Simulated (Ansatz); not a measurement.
The starting structures come from a database of crystals and need not be the phases stable at ambient conditions.

 Where the default PAW files enter, the runs use the earlier of Ansatz's two default sets.

Tunnelling through a barrier is set by its complex band structure: the current falls as exp(−2κd) with the smallest κ.

Consider the following.

```yaml
crystal:
  lattice:
    - [5.31444, 0.00000, 0.00000]
    - [1.49478, 6.80502, 0.00000]
    - [-1.90983, 3.40251, 2.25274]
  atoms:
    - { symbol: Al, position: [0.00000, 0.50000, 0.00000] }
    - { symbol: Al, position: [0.00000, 0.00000, 0.00000] }
    - { symbol: B, position: [0.50000, 0.25000, 0.00000] }
    - { symbol: B, position: [0.50000, 0.75000, 0.00000] }
    - { symbol: O, position: [0.50000, 0.25000, 0.69209] }
    - { symbol: O, position: [0.50000, 0.75000, 0.30791] }
    - { symbol: O, position: [0.80791, 0.94209, 0.61581] }
    - { symbol: O, position: [0.19209, 0.05791, 0.38419] }
    - { symbol: O, position: [0.19209, 0.55791, 0.69209] }
    - { symbol: O, position: [0.80791, 0.44209, 0.30791] }
```

Space group of this cell: R-3c. The cell is taken as given; by r2SCAN its mean pressure is -7.1 GPa.

Transport runs along the normal of the first two printed cell vectors, the (110) plane of the conventional cell.

The gap is the functional's own. No spin-orbit coupling. Mid-gap values are interpolated on the energy grid.

Problem. Predict the band gap and the smallest decay constant κ at mid-gap from r2SCAN run with Ansatz (a first-principles code).

Solution. Gap 6.75 eV on a 14×14×14 mesh; κ = 0.449 1/Å, at the zone centre.
